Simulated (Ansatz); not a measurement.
Functionals compared on CO on the 1x1 (100) surface of monoclinic ZrO2 (cut with top plane 2 O), one in a 1x1 cell, started at the site 'bridge O-O (span 5.2 Å)', in Ansatz (plane waves, PAW). The structure was relaxed with PBE; the other rows are single points on it, each with its references at the same level. Cutoff 420 eV (500 eV for r2SCAN). HSE06 used the coarser mesh 3x3x1.

Host crystal: monoclinic ZrO2, with a band gap (PBE, scalar-relativistic without spin-orbit coupling).

Model: 26-atom slab, 9.4 Å thick at the start under the adsorbate (thin: gaps and levels are the slab's own), 4x4x1 mesh, Fermi-Dirac 0.01 eV, dipole correction, 12 atoms held, the rest relaxed; no symmetry held; no spin, no spin-orbit, no U, no dispersion correction. At the end it is bonded to Zr. In PBE it is, or lies within 0.03 eV of, the lowest of the starts that converged. These notes are the PBE run's. Adsorption energies are against CO(g). A negative adsorption energy means that the adsorbate is more stable on the surface than in its reference.

A dash marks a value that is undefined for that row or was read on another mesh.

```tsv
functional	adsorption energy (eV)	gap of the slab on its k-mesh (eV)	highest filled level below the top vacuum level (eV)	rough cost of the single point
PBE	-0.46	3.15	6.47	–
RPBE	-0.27	3.18	6.34	around 80 core-seconds (rough)
r2SCAN	-0.58	3.59	6.84	very roughly 2.1 core-minutes
HSE06	-0.45	–	–	very roughly 28 core-minutes
```

Ansatz is an electronic-structure program.
